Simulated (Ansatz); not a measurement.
Structure of amorphous Si₂₄O₄₈Al (periodic cell):

```
AlO48Si24
1.0
   10.54345    -0.18386    -0.06183
   -0.18386    10.69018     0.10832
   -0.06183     0.10832     9.92515
Si O Al
24 48 1
Cartesian
  8.52412  10.37348   8.21527
  8.54531   1.85789   3.81655
  7.94949   9.35321   3.35174
  5.37764   5.32882   2.94746
  6.12167   8.66889   8.53928
  1.10012   1.42954   4.10774
  6.99656   9.43867   6.05965
  1.99368   2.50093   9.28096
 -0.09080   9.88578   2.41353
  6.99804   7.37616   1.29204
  9.02096   5.05525   0.52157
  3.71783   2.78768   4.38612
  2.36137   0.92886   6.74025
  5.88195   4.56683   5.98357
  2.49112   6.06896   3.58753
  3.30580   9.70304   9.07222
 10.23182   0.41449   9.71295
 10.35127   4.17343   3.29293
  1.72673   7.74366   1.12356
  3.00117   5.22282   6.29932
  4.69876   1.57849   9.72323
  0.42685   4.79654   8.20764
  8.77602   3.98928   5.88408
  6.88723   3.11374   1.34880
  0.72527   9.00331   1.36531
  5.17464   1.48991   8.21121
  7.29474   8.87243   1.93180
  9.87134   9.70007   8.93236
  9.90612   5.46785   9.12407
  5.91261   5.18681   4.46505
  4.60553   5.30856   6.79267
  5.71621   2.97920   6.00447
  1.25257   4.99740   3.51393
  9.48433   8.80015   3.29299
  1.21237   1.15720   0.02167
  7.47541   4.78861   6.46802
  6.16225  -0.02200   5.90262
  6.61899   8.17794   7.06115
  2.74268   6.42033   5.16474
  8.38718   2.45063   5.33075
  9.99602   3.96867   6.97409
  2.31248   2.29444   3.56619
  3.66742   1.18073   5.78103
  2.14158   2.21663   7.69556
  2.87417   3.80563   5.51339
  5.83128   4.17709   1.91864
  6.23609   7.59791   9.75076
  1.04572   3.81274   9.36207
  7.16579   8.72050   4.60559
 10.27213   2.32816   3.57659
  5.96253   6.72314   2.34825
  4.58483   9.08693   8.30190
  7.80497   2.64179   2.63421
  6.04411   1.86577   0.74487
  9.89831   4.44785   1.78232
  9.35636   4.67410   4.47510
  2.22757   7.39924   2.67226
  1.77711   5.41922   7.43908
  4.06205   0.00690   0.14996
  2.34081  10.31535   7.85540
  7.10848   9.93305   8.91472
  1.03068   0.06311   3.28010
  3.52131   2.55568   0.04382
  1.07606   0.99381   5.68418
  8.34586   6.45222   1.06097
  2.68266   8.44016   9.91096
  9.76924   0.06800   1.32180
  7.87753   3.88698   0.27455
  3.75591   5.33128   2.89823
  8.28683   0.28527   3.62233
  8.44758  10.05882   6.62547
  9.11083   1.19197   8.74351
  5.32339   1.36797   6.50251
```

Methods: PBE, scalar-relativistic without spin-orbit coupling (Ansatz, a quantum-chemistry and plane-wave program); r2SCAN, scalar-relativistic without spin-orbit coupling (Ansatz); HSE06, scalar-relativistic without spin-orbit coupling (Ansatz). Neutral PBE cell, which sets geometry, pressure and energy: sampling: a 2×2×2 Γ-centred mesh; Fermi-Dirac width 0.02 eV; collinear spin, started from a total moment of 1 μB. The usual formal charges leave 3 electrons over, so the level spacing at the Fermi energy parts defect or band states and needn't be the band gap. In the spin-polarised cell the level spacing at the Fermi energy can part levels of unlike spin. Exact exchange is cut at the faces of this 10 Å cell, which leaves hybrid gaps a finite-size error.

It comes from a melt-quench run on a machine-learned potential (CHGNet), relaxed afterwards by DFT. O atoms were pushed apart under 1.9 Å during the dynamics, to hinder bonds among them. The hot cell started wider than the set density and was brought back towards it in steps. It is the lowest in DFT energy of 2 quenches. It is a model cell: composition and starting density were chosen by hand, and all elements were melted together. No dispersion term was used. Its density started from a set value of 2.23 and ended at 2.18 g/cm³. Cooling (nominally 400 K/ps over its main leg) ran many orders faster than in experiment, which tends to leave more defects and strain. One small periodic cell is one sample of the glass; other quenches scatter about these values. Volume and shape were free in the relaxation. Cycles of charging lowered its energy after that relaxation.

Problem. Give the pressure, the energy against reference phases and the spacing of the highest filled and lowest empty levels.

Solution. 
| Property | Result |
|---|---|
| Pressure on a 2×2×2 Γ-centred mesh | 0.16 GPa |
| Largest force and stress component on that mesh (the relaxation ran on the zone centre alone) | 0.08 eV/Å and 0.7 GPa |
| Energy relative to alpha cristobalite + corundum + silicon (lowest mix at this level among the phases computed, not always the ambient ones) | 185 meV/atom |
| Level spacing at the Fermi energy on a 2×2×2 Γ-centred mesh (PBE) | 1.30 eV |
| Level spacing at the Fermi energy at the zone centre (PBE) | 1.37 eV |
| Level spacing at the Fermi energy at the zone centre (r2SCAN) | 1.96 eV |
| Level spacing at the Fermi energy at the zone centre (HSE06) | 2.55 eV |
| Distance between the nearest levels spread over more than a fifth of the atoms or a third of the atoms of their main element (six at least) (PBE, zone centre) | 5.20 eV |
| Net moment | 1.00 μB |

Problem. At PBE and the zone centre, how localised are the states just below and above the Fermi level (participation number: the atoms over which a state spreads)?

Solution. The highest filled state is spread over 3.1 atoms' worth, largest on Si12, with weights by element (charge in smoothed Voronoi cells) Si 0.60, O 0.39, Al 0.00. The lowest empty state is spread over 3.2 atoms' worth, largest on Si19, with weights by element (charge in smoothed Voronoi cells) Si 0.60, O 0.40, Al 0.00.

At PBE the levels at both edges of the gap are localised (band-tail or defect states), and the nearest spread-out levels lie 5.2 eV apart at the zone centre.

Cut-offs for bonds: Si-Si 2.60 Å, Si-O 2.24 Å, Si-Al 2.55 Å, O-O 1.58 Å, O-Al 2.24 Å, Al-Al 2.66 Å. Two cations that share two anions don't count as bonded, nor two that share one unless they lie closer than Si-Si 2.38 Å, Si-Al 2.48 Å, Al-Al 2.59 Å.

Added carriers, by PBE, scalar-relativistic without spin-orbit coupling run with Ansatz on the zone centre alone. Charged cells keep the cell fixed and stand in a uniform background, with no image correction, at a width of 0.01 eV; where the count is odd the moment is locked at 1 μB, unless the neutral cell bore moments. Each starts from the undistorted neutral geometry alone. PBE's self-interaction favours spread-out carriers, so it can miss traps that a hybrid finds.

Problem. What happens at PBE when the cell takes an extra electron and the atoms relax?

Solution. Relaxation lowers the charged cell by 0.81 eV. The largest moves are Si19 0.29 Å, O29 0.10 Å, Si9 0.10 Å, Si15 0.08 Å. No bond crosses its cut-off with a change of over 0.15 Å (metal-metal contacts aside). Made neutral again at that geometry, the cell lies +0.81 eV from the neutral start.

Problem. What happens at PBE when the cell takes a hole and the atoms relax?

Solution. Relaxation lowers the charged cell by 1.77 eV. The largest moves are O32 0.88 Å, Si12 0.86 Å, O45 0.50 Å, O44 0.50 Å. Bonds formed: Si12-O32. Made neutral again at that geometry, the cell lies +1.13 eV from the neutral start.

Ahead of the cycles of charging, a PBE run started with 1 μB on atoms that lack a bond or may hold spare charge kept moments, at no lower energy.
